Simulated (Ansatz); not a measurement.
# Pt, response to strain

The reference is Pt in the fcc (Cu type) structure (space group Fm-3m, No. 225; relaxed with 0.1 eV smearing).

```
Pt
1.0
    0.00000     1.97076     1.97076
    1.97076     0.00000     1.97076
    1.97076     1.97076     0.00000
Pt
1
Direct
  0.00000   0.00000   0.00000
```

Cartesian axes are those of the cell as printed.

Strains are applied to the cell and any free atomic positions relax; under biaxial strain the out-of-plane vector relaxes too.

Computed with plane-wave PAW DFT at the r2SCAN level (Ansatz, a program for electronic structure, 500 eV), spin-orbit coupling left out, earlier PAW set.

Notes on the quantities. energy relative to the base: free energy F.

```json
[
 {"biaxial strain, plane normal [001], relaxed out of plane (%)": "-2.51", "energy relative to the base (meV/atom)": "16.5"},
 {"biaxial strain, plane normal [001], relaxed out of plane (%)": "-2.05", "energy relative to the base (meV/atom)": "10.7"},
 {"biaxial strain, plane normal [001], relaxed out of plane (%)": "-1.74", "energy relative to the base (meV/atom)": "7.5"},
 {"biaxial strain, plane normal [001], relaxed out of plane (%)": "-1.46", "energy relative to the base (meV/atom)": "?"},
 {"biaxial strain, plane normal [001], relaxed out of plane (%)": "0", "energy relative to the base (meV/atom)": "0.0"}
]
```

Task: Fit ΔE = Aε² + Bε³ (ε in %) to the rows shown and predict the withheld row.

Result: Least squares on the printed values gives A = 2.18 and B = -0.18 meV/atom (largest residual 0.0 meV/atom); this predicts 5.2 meV/atom, and the run gives 5.2 meV/atom, in agreement.

No phonon test of stability was made. The final runs are not spin-polarised.
